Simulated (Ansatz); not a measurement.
WSi2, response to strain

Take WSi$_{2}$ (space group I4/mmm, No. 139; a = 3.211 Å, c = 7.805 Å; relaxed with 0.1 eV smearing) as the base. Axes: x, y, z lie along a, b, c of the conventional cell.

Strains are applied to the cell and any free atomic positions relax; under biaxial strain the out-of-plane vector relaxes too; under stress the whole cell relaxes.

Computed with r2SCAN (Ansatz, a program for electronic structure, PAW, no spin-orbit coupling).

Notes on the quantities. energy relative to the base: free energy F.

| change | energy relative to the base | volume per atom | space group |
|---|---|---|---|
| base | 0 meV/atom | 13.42 Å³ | I4/mmm (No. 139) |
| biaxial strain −1.64 %, plane normal [001], relaxed out of plane | +12 meV/atom | 13.06 Å³ | I4/mmm (No. 139) |
| biaxial strain +0.53 %, plane normal [001], relaxed out of plane | +1.2 meV/atom | … | I4/mmm (No. 139) |
| uniaxial stress, 0.5 GPa compression along z | 0.0 meV/atom | 13.41 Å³ | I4/mmm (No. 139) |
| uniaxial stress, 8 GPa tension along z | +5.4 meV/atom | … | I4/mmm (No. 139) |
| uniaxial stress, 8 GPa compression along x | +6.3 meV/atom | … | Immm (No. 71) |

**Question.** Some entries are withheld; estimate them.

**Answer.** 
- biaxial strain +0.53 %, plane normal [001], relaxed out of plane, volume per atom: 13.53 Å³
- uniaxial stress, 8 GPa tension along z, volume per atom: 13.55 Å³
- uniaxial stress, 8 GPa compression along x, volume per atom: 13.26 Å³

Beyond what the load breaks, stability against distortions was not tested. All final runs are without spin polarisation.
